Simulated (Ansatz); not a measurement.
Take Sr in the fcc (Cu type) structure (space group Fm-3m, No. 225; a = 5.923 Å) as the base.

All numbers come from PBEsol/PAW in Ansatz (a first-principles code), no spin-orbit coupling.

Before the change:

| Item | Result |
|---|---|
| Pressure | 0.0 GPa |
| Band gap | zero |

Perturbation: the cell is scaled by 0.9850 in all directions, atoms relaxed at fixed cell.

Question: What happens to the pressure?

Answer: The pressure goes from zero to 0.6 GPa.

Question: What does the calculation give for the band gap after the change?

Answer: The band gap remains zero.

The cells carry an imposed strain or load. No phonon test of stability was made. Gaps under 0.05 eV, about the width of the smearing, are given as zero.
